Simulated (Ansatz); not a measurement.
Start from PtSe$_{2}$ in the CdI2 type structure (space group P-3m1, No. 164; a = 3.7723 Å, c = 4.8194 Å; layered; relaxed with 0.1 eV smearing). Axes: x lies along a and z along c of the hexagonal cell.

Method: DFT with PBE-D3(BJ), PAW potentials and a 420 eV plane-wave cutoff in Ansatz (a first-principles code), no spin-orbit coupling, earlier PAW set.

Base values:

| Property | Result |
|---|---|
| Volume per atom | 19.80 Å³ |

Modification: compressive biaxial strain of 2.91 % in the plane normal to [001], as in epitaxy on a mismatched substrate; the out-of-plane cell vector and the atoms relax.

### Question
Estimate the effect on the in-plane stress and volume per atom.

### Answer
The mean in-plane stress (compression positive) comes out as +5.7 GPa; the volume per atom shrinks by 0.31 Å³, from 19.80 Å³ to 19.49 Å³.

No phonon test of stability was made. All final runs are without spin polarisation.
